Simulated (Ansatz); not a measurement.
RuAs₂ (Pnnm, No. 58), treated with r²SCAN+SOC in Ansatz (plane waves, PAW).

Run with plane-wave cutoff 560 eV, 6×6×12 k mesh (along the axes of the cell as run), Fermi–Dirac smearing 0.01 eV, PAW data made under PBE.

Cell (measured lattice):

RuAs2 has the orthorhombic space group Pnnm (No. 58), Pearson symbol oP6. Cell: a = 5.428 Å, b = 6.183 Å, c = 2.969 Å, α = β = γ = 90.00°. Ru on 2a is coordinated by 6 As at 2.447–2.468 Å and 2 Ru at 2.969 Å. As on 4g has 3 Ru at 2.447–2.468 Å and 1 As at 2.475 Å. (Neighbours: up to the widest gap in distance over summed covalent radii, below 1.35, at either atom; cation-cation and far metal-metal contacts left out.)

Question: Predict the band gap, smallest direct gap on the k points sampled and direct gap at Γ.

Answer: 
band gap: 0.59 eV (indirect)
smallest direct gap on the k points sampled: 1.03 eV
direct gap at Γ: 2.58 eV

Measured, for comparison: band gap 0.69 eV (temperature not stated, no zero-point or thermal correction, indirect, transport: resistivity; as tabulated in Fischer et al. (2018), doi:10.1039/c8cp00820e).

Note: cell and atoms aren't relaxed at this level (pressure 2.4 GPa).

Ansatz is a quantum-chemistry and plane-wave program.
